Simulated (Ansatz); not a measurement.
GaAlAs2 (R3m, No. 160, 4 atoms in the cell; start mp-1228891) was calculated with HSE06 (PAW; Ansatz, a quantum-chemistry and plane-wave program).

Run with plane-wave cutoff 500 eV, 6×6×6 k mesh, gaussian smearing 0.02 eV, scalar-relativistic PAW data made under PBE.

Cell (relaxed at this level):

```
AlGaAs2
1.0
    2.01007     1.16051     6.55825
   -2.01007     1.16051     6.55825
    0.00000    -2.32103     6.55825
Al Ga As
1 1 2
Direct
  0.99975   0.99975   0.99975
  0.50013   0.50013   0.50013
  0.12482   0.12482   0.12482
  0.62532   0.62532   0.62532
```

Predict the band gap.


- band gap: 1.68 eV (on the SCF k mesh)

Note: the relaxation could not lower the start's symmetry, so the cell can be a saddle point above a distorted one.

Spin–orbit coupling is not included.

The computed numbers hold no vibrational or temperature effects.

A start named mp-… is a Materials Project structure, which need not be a measured phase.
